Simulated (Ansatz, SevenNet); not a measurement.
Volume per atom of C11b MoSi2 at several levels of theory

No measured value is used here.

```json
[
 {"level (code)": "SevenNet-0", "value (Å³/atom)": "13.63"},
 {"level (code)": "LDA (Ansatz)", "value (Å³/atom)": "(withheld)"},
 {"level (code)": "BLYP (Ansatz)", "value (Å³/atom)": "(withheld)"},
 {"level (code)": "PBE (Ansatz)", "value (Å³/atom)": "13.58"},
 {"level (code)": "revPBE (Ansatz)", "value (Å³/atom)": "13.71"},
 {"level (code)": "PBE-D3(BJ) (Ansatz)", "value (Å³/atom)": "13.13"},
 {"level (code)": "PBE-D4 (Ansatz)", "value (Å³/atom)": "13.19"},
 {"level (code)": "rVV10 (Ansatz)", "value (Å³/atom)": "(withheld)"},
 {"level (code)": "r²SCAN (Ansatz)", "value (Å³/atom)": "(withheld)"},
 {"level (code)": "r²SCAN-D4 (Ansatz)", "value (Å³/atom)": "13.24"},
 {"level (code)": "r²SCAN+rVV10 (Ansatz)", "value (Å³/atom)": "13.30"},
 {"level (code)": "HSE06 (Ansatz)", "value (Å³/atom)": "13.24"}
]
```

Q: What belongs in the gaps?

A: 
- LDA (Ansatz, a first-principles code), value (Å³/atom): 13.06
- BLYP (Ansatz), value (Å³/atom): 14.25
- rVV10 (Ansatz), value (Å³/atom): 13.74
- r²SCAN (Ansatz), value (Å³/atom): 13.36

HSE06: exact exchange on metals is sensitive to the k mesh and can open a false gap. HSE06: the run warned that the count of filled bands differs between k points. Cutoffs and k meshes differ between the levels. Ansatz's density-functional and Hartree–Fock values are scalar-relativistic unless marked +SOC, with PAW data made under PBE.

Machine-learned potentials (SevenNet-0) are trained on DFT data: a solid inside that data is no test of them.
